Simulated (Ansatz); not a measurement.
Habitual settings against a tight run: Hf₂N₂O (P2_1/m, 10 atoms in the cell)

Self-consistent single point.

```xyz
10
Lattice="4.2847 0.0000 0.0000 0.0000 3.4464 0.0000 -1.5330 0.0000 8.5663" Properties=species:S:1:pos:R:3 pbc="T T T"
Hf    -0.4627     2.5848     7.6566
Hf     3.2143     0.8616     0.9097
Hf     1.1007     2.5848     2.8208
Hf     1.6509     0.8616     5.7455
N     -0.4160     0.8616     6.4342
N      3.1677     2.5848     2.1322
N      1.0677     0.8616     0.8326
N      1.6839     2.5848     7.7338
O      2.0868     2.5848     4.8050
O      0.6648     0.8616     3.7613
```

Method of the run: LDA (PW92), PAW files made with PBE (plane waves; Ansatz, a first-principles code).

Base settings: basis.ecutwfc = 420 eV; kpoints.mp_grid.grid = 5 7 3; hamiltonian.xc = lda; hamiltonian.pseudopotentials = {kind: paw} (the program's default PAW files); scf.occupations.method = fermi_dirac; scf.occupations.width = 0.01 eV.

Tight run (finer mesh or higher cutoff; not a proven limit): basis.ecutwfc: 420 eV → 590 eV; kpoints.mp_grid.grid: 5 7 3 → 7 10 5; scf.convergence.dr2_threshold: default (1e-07 eV) → 1e-09 eV. It gave top of the valence band (on the code's own zero) 14.29 eV; gap on the k-point mesh 1.09 eV; pressure -12.39 GPa; largest force (vector length) 0.479 eV/Å.

Quick runs, as changes from the base:
- A: the base itself
- B: basis.ecutwfc: 420 eV → 295 eV; kpoints.mp_grid.grid: 5 7 3 → 4 4 4; hamiltonian.xc: lda → pbesol [PBEsol]
- C: basis.ecutwfc: 420 eV → 335 eV; kpoints.mp_grid.grid: 5 7 3 → 6 6 6; hamiltonian.xc: lda → pbesol [PBEsol]
- D: basis.ecutwfc: 420 eV → 210 eV; kpoints.mp_grid.grid: 5 7 3 → 2 2 2
- E: basis.ecutwfc: 420 eV → 210 eV; kpoints.mp_grid.grid: 5 7 3 → 4 4 4; scf.occupations.method: fermi_dirac → methfessel_paxton; scf.occupations.width: 0.01 eV → 0.272 eV; kpoints.mp_grid.shift: default → 0.5 0.5 0.5

Dashes: energy of B, C, another energy zero.

Gaps are read on each run's own mesh, which may miss the band edges.

† marks runs with another functional, U, potentials or spin treatment: their distance from the tight run is not a convergence error alone.

The count of work is k-points × plane waves × bands × iterations; it is no time. 

Pressures in the table are Ansatz's without its Pulay estimate, at a fixed set of plane waves; the tight run's value above holds the estimate.

The starting cell comes from a database of computed structures (which also holds hypothetical and non-ambient phases and stackings), without a prior relaxation at this level. Its lattice was rescaled by a random factor within 2.5 % of one. Spin-orbit coupling is off. In the base run, with a pressure of about -12 GPa the cell is away from its equilibrium volume at this level.

| run | energy less tight (meV/atom) | pressure less tight (GPa) | largest miss in a force vector (eV/Å) | gap on the mesh less tight (eV) | count of work / tight |
|---|---|---|---|---|---|
| A | 3.4 | -0.45 | 0.007 | 0.042 | 0.15 |
| B† | – | -12.86 | 0.393 | 0.323 | 0.074 |
| C† | – | -0.11 | 0.229 | 0.068 | 0.26 |
| D | 3306.5 | -149.57 | 0.733 | -0.223 | 0.012 |
| E | 3161.4 | -148.94 | 0.463 | 0.674 | 0.021 |

Among the runs at the tight run's level, the energy misses run from 3.4 to 3306.5 meV/atom.

Left out of this page: 1 run of the series outside the window shown, repeating another row's setting, or not comparable.

Keys are those of Ansatz 0.2.
